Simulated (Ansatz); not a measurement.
Consider KBr in the rock salt structure (space group Fm-3m, No. 225; a = 6.6082 Å).

Level of theory: r2SCAN (Ansatz, a program for electronic structure), no SOC.

Base values:

| Item | Result |
|---|---|
| Valley order | Γ 5.07 eV; X along ⟨100⟩ 6.36 eV |
| Electron mass | 0.39 mₑ (at Γ) |
| Width of the top valence band | 0.53 eV |

Now apply this change: every lattice vector is shortened by 3.17 %, atoms relaxed at fixed cell.

Q: Estimate the effect on the valley order, electron mass, width of the top valence band and mean gap deformation potential ΔEg/Δln V.

A: The valley order (the lowest conduction-band minima on the path, energy above the VBM, named in the base's zone) becomes Γ 5.36 eV; X along ⟨100⟩ 6.23 eV (base: Γ 5.07 eV; X along ⟨100⟩ 6.36 eV); the electron mass becomes 0.37 mₑ (at Γ) (base: 0.39 mₑ (at Γ)); the width of the top valence band goes up by 0.11 eV to 0.64 eV; the mean gap deformation potential ΔEg/Δln V amounts to -3.0 eV.

The cells carry an imposed strain or load. Masses are band curvatures over ±0.01 Å⁻¹ around the edge. Whether these cells are dynamically stable was not tested.
